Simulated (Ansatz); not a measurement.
We consider NaCaF3 (model structure, started from the cubic perovskite type, Pm-3m, No. 221, 5 atoms in the cell), described by PBE in Ansatz (PAW).

Numerical settings: plane-wave cutoff 520 eV, 8×8×8 k mesh, Fermi–Dirac smearing 0.01 eV, scalar-relativistic PAW data made under PBE.

Cell (relaxed with PBEsol):

```yaml
crystal:
  lattice:
    - [4.37183, 0.00000, 0.00000]
    - [0.00000, 4.37183, 0.00000]
    - [0.00000, 0.00000, 4.37183]
  atoms:
    - { symbol: Na, position: [0.00000, 0.00000, 0.00000] }
    - { symbol: Ca, position: [0.50000, 0.50000, 0.50000] }
    - { symbol: F, position: [0.00000, 0.50000, 0.50000] }
    - { symbol: F, position: [0.50000, 0.50000, 0.00000] }
    - { symbol: F, position: [0.50000, 0.00000, 0.50000] }
```

**Question.** What does this level give for the band gap and smallest direct gap on the k points sampled?

**Answer.** 
- band gap: 5.12 eV (indirect)
- smallest direct gap on the k points sampled: 5.27 eV

Note: the relaxation could raise the start's symmetry but not lower it, so the cell can be a saddle point; cell and atoms aren't relaxed at this level (pressure 2.1 GPa).

Computed values are for the static lattice.

It cost around 9 core-seconds (rough) of CPU time.

A model structure was made by putting elements into a prototype or built by hand; it is no filed structure, need not be a known phase, and can be a saddle point held by its symmetry.

Ansatz is an electronic-structure program.
